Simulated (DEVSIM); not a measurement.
Structure: Pt/La2O3/SiO2/p-Si capacitor, at 250 K.

Layer 1 from the left is La2O3, thickness (nm) 2.40. Layer 2 from the left is SiO2, thickness (nm) 0.550. Layer 3 from the left is Si, thickness (nm) 7400, Na (cm⁻³) 6e15.

Metal gate on the left, work function 5.6 eV. Fixed charge at the semiconductor interface -1.2e11 cm⁻² (in units of +e); no interface traps.

Constants are typed, rounded textbook-type inputs, not results; the design itself was drawn at random and stands for no fabricated device. Values at 300 K; Nc and Nv go as T^1.5, mobilities as T to minus their exponent, the gap by Varshni's rule with the affinity fixed.

La2O3: gap (eV) 5.8, affinity (eV) 1.8, permittivity 27. SiO2: gap (eV) 9, affinity (eV) 0.9, permittivity 3.9. Si: gap (eV) 1.124, affinity (eV) 4.05, permittivity 11.7, Nc (cm⁻³) 2.86e19, Nv (cm⁻³) 3.1e19, Varshni α (eV/K) 0.000473, Varshni β (K) 636.

Q: Estimate by hand the flat-band voltage, the threshold voltage, and compare with a numerical solution.

A: 
- Flat-band voltage: C = 3.85 μF/cm², work-function difference 0.592 V; VFB = φms − qNf/C = 0.60 V; numerical 0.60 V.
- Threshold voltage: φF = 0.391 V, depletion charge √(4εqNφF) = 3.94e-8 C/cm²; VT = VFB + 2φF + Qd/C = 1.39 V; numerical 1.39 V.

DEVSIM, 1D Poisson equation in equilibrium, Boltzmann statistics, complete ionisation; no quantum confinement or tunnelling. Metal contacts follow the ideal Schottky-Mott rule: no Fermi-level pinning, no interface dipoles.
